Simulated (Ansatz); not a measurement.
**A computed series for hypothetical P6_3/mmc HgI2: pressure series**

Start from HgI$_{2}$ in the 2H-MoS2 type structure (space group P6_3/mmc, No. 194; a = 4.1550 Å, c = 14.3911 Å; a hypothetical phase, not in the database extracts checked).

Cell and atoms are relaxed at each pressure.

Levels (all Ansatz, an electronic-structure program, PAW, earlier PAW set): r2SCAN+rVV10 (500 eV, no spin-orbit coupling); HSE06 (420 eV, without spin-orbit coupling).

Band gaps by level, all at the geometries relaxed with r2SCAN+rVV10:

```csv
case,r2SCAN+rVV10,HSE06
base,0.66 eV,1.20 eV
pressure −1 GPa,0.96 eV,?
pressure 3 GPa,0.25 eV,?
```

Task: Some entries are withheld; estimate them.

Result: 
- pressure −1 GPa, HSE06: 1.49 eV
- pressure 3 GPa, HSE06: 0.75 eV

Single points use the geometry relaxed with r2SCAN+rVV10. HSE06 gaps are upper bounds (no full band path). With Hg and I present, leaving out spin-orbit coupling can change the band edges. Load acts through the strain it causes; cell and atoms are relaxed under it. Stability against distortions was not tested. A zero or small gap of HgI2 under pressure 3 GPa can be the functional's error rather than a property of the material.
